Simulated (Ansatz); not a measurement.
**Hypothetical zinc blende BiP, response to strain**

Take BiP in the zinc blende structure (space group F-43m, No. 216; a = 6.4082 Å; a hypothetical phase, not in the database extracts checked; relaxed with 0.1 eV smearing) as the base. Axes: x, y, z lie along the cube axes.

Strains are applied to the cell and any free atomic positions relax; under biaxial strain the out-of-plane vector relaxes too; under stress the whole cell relaxes.

All numbers come from plane-wave PAW DFT at the PBEsol level (Ansatz, a program for electronic structure, 420 eV), scalar-relativistic without spin-orbit coupling.

Notes on the quantities. energy relative to the base: free energy F; pressure: mean of the normal stresses, compression positive.

| variant | energy relative to the base | space group | volume per atom | pressure |
|---|---|---|---|---|
| base | 0 meV/atom | F-43m (No. 216) | 32.89 Å³ | 0.0 GPa |
| biaxial strain +3.43 %, plane normal [001], relaxed out of plane | -5.7 meV/atom | I-4m2 (No. 119) | 32.04 Å³ | 0.5 GPa |
| biaxial strain +3.69 %, plane normal [001], relaxed out of plane | -6.5 meV/atom | I-4m2 (No. 119) | 31.92 Å³ | 0.6 GPa |
| biaxial strain +2.36 %, plane normal [110], relaxed out of plane | -25 meV/atom | Imm2 (No. 44) | 30.66 Å³ | 2.4 GPa |
| biaxial strain +2.32 %, plane normal [111], relaxed out of plane | -103 meV/atom | R3m (No. 160) | 25.61 Å³ | 7.0 GPa |
| isotropic strain +4.37 % | +72 meV/atom | F-43m (No. 216) | 37.40 Å³ | -4.6 GPa |
| uniaxial strain ε_yy = −2.52 % | +2.7 meV/atom | I-4m2 (No. 119) | 32.06 Å³ | 1.2 GPa |
| uniaxial strain ε_zz = −3.82 % | +6.2 meV/atom | I-4m2 (No. 119) | 31.64 Å³ | 1.9 GPa |
| uniaxial stress, 5 GPa compression along x | -67 meV/atom | I-4m2 (No. 119) | 23.41 Å³ | – |
| tensor shear ε_xz = +2.37 % | -4.8 meV/atom | Imm2 (No. 44) | 32.88 Å³ | -0.1 GPa |

A biaxial case was relaxed in a doubled cell and then solved in the primitive one. Beyond what the load breaks, stability against distortions was not tested. All final runs are without spin polarisation. Under biaxial strain +3.43 %, plane normal [001], relaxed out of plane, biaxial strain +3.69 %, plane normal [001], relaxed out of plane and biaxial strain +2.36 %, plane normal [110], relaxed out of plane and more the cell ends below the base's energy or with stress of the wrong sign: the atoms slid into a distortion or the cell is elastically unstable, so the base is not a stable minimum at this level. Under uniaxial stress, 5 GPa compression along x the cell changed shape so far that it is another structure.
